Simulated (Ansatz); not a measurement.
**A constructed model of the (111) surface of fcc Au, a layer of Ta in place of the second plane (bottom of the slab: a bare face, its two planes held)**

Calculation: PBE (plane waves to 420 eV, PAW; Ansatz, a program for electronic structure).

Slab: 6 atoms, 12.4 Å thick at the start; k 15x15x1, smearing 0.1 eV, dipole-corrected; 2 atoms held, the rest relaxed; held to the start's symmetry, so lower structures may exist; no spin, no spin-orbit, no U. It is one candidate, not shown to be the stable structure of the face.

| Property | Result |
|---|---|
| work function of the top face | 4.41 eV |
| energy released by relaxation | 0.35 eV |
| cost | around 2.1 core-minutes (rough) |
